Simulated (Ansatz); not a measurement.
We consider BeSi (model structure, F-43m, No. 216, 2 atoms in the cell), described by LDA (Ansatz, a first-principles code, PAW).

Excerpt of the program's output:

```
WARN output.stress: scf.convergence.dr2_threshold = 1e-7 eV (the SCF's general default) is looser than the 2e-10 eV advised for a printed stress (1e-10 eV for …
Relaxation: its limit of steps is 80 (relax.max_steps)
Crystal: 2 atoms, lattice volume = 33.070 Å³
Basis set: ecut = 520 eV, 893 PW (Γ), exchange–correlation on 54×54×54 points (8 copies of the dense FFT grid, shifted against one another)
Bands: 7, of which v1, the nominal top of the filled ones, is band 3 counted from 1 (2 counted from 0)
Symmetry: 24 space group operations
Space group: F-43m (ITA 216), of the structure as read, at distance tolerance 3.2e-5 Å
k-points: 256 of 8000 (time reversal used)
Functional: x = slater, c = lda
SCF iter   1: F=—  HF=-695.054610 eV  |F-HF|=—  |Δ(HF+E_count)|=         —  Δρ=4.87e-3  dr2=9.56e-3
SCF iter   2: F=—  HF=-695.052004 eV  |F-HF|=—  |Δ(HF+E_count)|=   2.61e-3  Δρ=1.52e-3  dr2=4.77e-4
  ...
SCF iter   5: F=-695.052078 eV  HF=-695.052078 eV  |F-HF|=2.95e-9  |Δ(HF+E_count)|=   2.82e-8  Δρ=4.47e-6  dr2=6.19e-9
SCF iter   6: F=-695.052078 eV  HF=-695.052078 eV  |F-HF|=7.96e-13  |Δ(HF+E_count)|=   1.37e-9  Δρ=2.99e-7  dr2=2.05e-11
SCF 1 converged in 6 iterations: F = -695.052078 eV  dr2 = 2.05e-11
relax step   1: F+E_penalty+E_count = -695.05207764 eV  Δ(F+E_penalty+E_count) = +0.000e0 eV  max|allowed force component| = 2.683e-16 eV/Å  Δτ_max = 0.0000 Å  (6 SCF iters, accepted)
SCF converged after 6 iterations
Free energy (F): -695.052078 eV
Internal energy: -695.042697 eV  (E = F + TS)
E sigma→0 (E₀):  -695.047387 eV
Fermi energy:    4.185808 eV
--- Forces (eV/Å), atoms counted from 1 ---
  atom   1  Be     0.00000000    -0.00000000     0.00000000
  atom   2  Si    -0.00000000     0.00000000     0.00000000
--- Stress (GPa, compression-positive) ---
       -1.294959      -0.000000       0.000000
       -0.000000      -1.294959      -0.000000
        0.000000      -0.000000      -1.294959
  P = ⅓ Tr σ = -1.2950 GPa (-12.950 kbar)
```

Question: Write an input file that could have produced this run (the log leaves some choices open).

Answer: This is not unique; one that fits is 
Ansatz 0.2 input:
```yaml
crystal:
  lattice:
    - [0.0, 2.5476125333, 2.5476125333]
    - [2.5476125333, 0.0, 2.5476125333]
    - [2.5476125333, 2.5476125333, 0.0]
  atoms:
    - { symbol: Be, position: [0.0, 0.0, 0.0] }
    - { symbol: Si, position: [0.25, 0.25, 0.25] }
basis:
  ecutwfc: 520
  ecutrho_ratio: 4
  xc_grid: 2
kpoints:
  mp_grid: { grid: [20, 20, 20] }
hamiltonian:
  xc: lda
  dispersion: none
  pseudopotentials: { kind: paw }
scf:
  occupations: { method: fermi_dirac, width: 0.05 }
output:
  forces: true
  stress: true
  eigenvalues: true
relax:
  f_tol: 0.004
  escape_saddle: false
  max_steps: 80
```

The cell is one volume of an energy–volume scan, off the minimum.

The PAW data were made under PBE.

Note: the relaxation could raise the start's symmetry but not lower it, so the cell can be a saddle point.

Computing time: very roughly 12 core-seconds.

A model structure was made by putting elements into a prototype or built by hand; it is no filed structure, need not be a known phase, and can be a saddle point held by its symmetry.
